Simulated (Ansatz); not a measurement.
Take Li in the bcc (W type) structure (space group Im-3m, No. 229) as the base.

```
Li
1.0
   -1.73814     1.73814     1.73814
    1.73814    -1.73814     1.73814
    1.73814     1.73814    -1.73814
Li
1
Direct
  0.00000   0.00000   0.00000
```

The values are results of r2SCAN in Ansatz (plane waves to 500 eV, PAW, scalar-relativistic without spin-orbit coupling), earlier PAW set, not measurements.

For the base:

```
Property               Value
-------------------  -------
Lattice parameter a  3.476 Å
```

One thing is altered: full substitution Li → Cs; the structure is relaxed again.

Tabulated Pauling electronegativity and covalent radius: Li 0.98, 1.28 Å; Cs 0.79, 2.44 Å.

Problem. What does the calculation give for the lattice parameter a after the change?

Solution. The lattice parameter a rises by 2.789 Å to 6.265 Å.

Stability against distortions was not tested. All final runs are without spin polarisation.

Ansatz is an electronic-structure program.
